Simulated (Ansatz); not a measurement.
LiTi₂O₄ (space group Imm2, No. 44; a cell from a computed database, its experimental status unchecked)

```xyz
7
Lattice="-1.8996 2.0082 4.4900 1.8996 -2.0082 4.4900 1.8996 2.0082 -4.4900" Properties=species:S:1:pos:R:3 pbc="T T T"
Li     0.0000     0.0000     6.0598
Ti     1.8996     0.0000     3.4774
Ti     0.0000     0.0000     0.9783
O      0.0000     0.0000     3.1024
O      0.0000     0.0000     8.0158
O      0.0000     2.0082     0.9531
O      1.8996     0.0000     1.3687
```

Method: DFT with PBEsol, PAW potentials and a 420 eV plane-wave cutoff in Ansatz (a quantum-chemistry and plane-wave program), no spin-orbit coupling. Settings: 15×15×15 k-points, 0.05 eV Fermi–Dirac smearing.

```yaml
volume_per_atom: 9.79 Å³
density: 4.04 g/cm³
band_gap: zero
total_energy: -1057.750 eV/atom (σ→0; compares only within this code and set-up)
```

Stability against distortions was not tested. No Hubbard U is applied, and correlation can decide whether such a compound is a metal. The final runs are not spin-polarised. An odd electron count without spin: LiTi2O4.
